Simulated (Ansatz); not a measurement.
Take AlN in the zinc blende structure (space group F-43m, No. 216; a = 4.3777 Å) as the base. Axes: x, y, z lie along the cube axes.

Calculations: PBEsol/PAW in Ansatz (a quantum-chemistry and plane-wave program), spin-orbit coupling left out.

Strains are applied to the cell and any free atomic positions relax; under biaxial strain the out-of-plane vector relaxes too.

One change was made to it. Results:

| quantity | base | after |
|---|---|---|
| energy relative to the base (free energy F) | 0 meV/atom | +0.6 meV/atom |
| smallest direct gap | 4.06 eV | 4.10 eV |

Which of these changes matches the shifts?
A. biaxial strain −0.42 %, plane normal [111], relaxed out of plane
B. biaxial strain +2.50 %, plane normal [111], relaxed out of plane
C. biaxial strain −0.83 %, plane normal [111], relaxed out of plane
D. biaxial strain −1.67 %, plane normal [111], relaxed out of plane
E. biaxial strain +2.08 %, plane normal [111], relaxed out of plane

A, biaxial strain −0.42 %, plane normal [111], relaxed out of plane. For comparison, the energy relative to the base in the other runs: biaxial strain +2.50 %, plane normal [111], relaxed out of plane gives +19 meV/atom; biaxial strain −0.83 %, plane normal [111], relaxed out of plane gives +2.2 meV/atom; biaxial strain +2.08 %, plane normal [111], relaxed out of plane gives +13 meV/atom; biaxial strain −1.67 %, plane normal [111], relaxed out of plane gives +9.2 meV/atom.

Gaps are Kohn–Sham eigenvalue differences; semilocal functionals usually give less than the measured gap. Stability against distortions was not tested. This is not the structure that AlN has at room temperature and ambient pressure.
